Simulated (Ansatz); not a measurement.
The starting structures come from a database of crystals and need not be the phases stable at ambient conditions.

The decay constant κ of evanescent states in the gap governs leakage through a thin film.

```
TaTlS3
1.0
    3.48627     0.00000     0.00000
    0.00000     9.12363     0.00000
    0.00000     0.00000    14.23325
Ta Tl S
4 4 12
Direct
  0.75000   0.66101   0.93010
  0.25000   0.33899   0.06990
  0.25000   0.83899   0.43010
  0.75000   0.16101   0.56990
  0.25000   0.53207   0.67131
  0.75000   0.46793   0.32869
  0.75000   0.96793   0.17131
  0.25000   0.03207   0.82869
  0.75000   0.52602   0.10020
  0.25000   0.47398   0.89980
  0.25000   0.97398   0.60020
  0.75000   0.02602   0.39980
  0.75000   0.75821   0.78446
  0.25000   0.24179   0.21554
  0.25000   0.74179   0.28446
  0.75000   0.25821   0.71554
  0.75000   0.68644   0.50060
  0.25000   0.31356   0.49940
  0.25000   0.81356   0.00060
  0.75000   0.18644   0.99940
```

Space group of this cell: Pnma. The cell was relaxed by PBE-D3(BJ); by PBEsol its mean pressure is -1.1 GPa.

Transport runs along the normal of the first two printed cell vectors.

The gap is the functional's own, uncorrected, and κ follows it; spin-orbit coupling is left out. Mid-gap values are interpolated between the computed energies.

Question: Compute, with PBEsol run with Ansatz (an electronic-structure program), the band gap and the smallest decay constant κ at mid-gap.

Answer: Gap 0.24 eV on a 10×4×2 mesh; κ = 0.124 1/Å, at the zone centre.
